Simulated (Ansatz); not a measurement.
Results of r²SCAN (Ansatz, a first-principles code, PAW) for SiO2 (P4₃2₁2, No. 96).

Settings: plane-wave cutoff 560 eV, 8×8×6 k mesh (along the axes of the cell as run), Fermi–Dirac smearing 0.01 eV, scalar-relativistic PAW data made under PBE.

Cell (relaxed with PBEsol):

```xyz
12
Lattice="5.0318 0.0000 0.0000 0.0000 5.0318 0.0000 0.0000 0.0000 7.0165" Properties=species:S:1:pos:R:3 pbc="T T T"
Si     1.0186     1.0186     0.0000
Si     1.4973     3.5345     5.2624
Si     4.0131     4.0131     3.5082
Si     3.5345     1.4973     1.7541
O      3.0234     3.7224     4.7558
O      3.8252     0.5075     3.0017
O      2.0084     1.3093     1.2475
O      1.2066     4.5242     6.5099
O      0.5075     3.8252     4.0148
O      1.3093     2.0084     5.7689
O      4.5242     1.2066     0.5066
O      3.7224     3.0234     2.2607
```

**Question.** Predict the band gap.

**Answer.** 
band gap: 6.24 eV (direct)

Note: cell and atoms aren't relaxed at this level (largest force component 0.13 eV/Å, pressure -2.3 GPa).
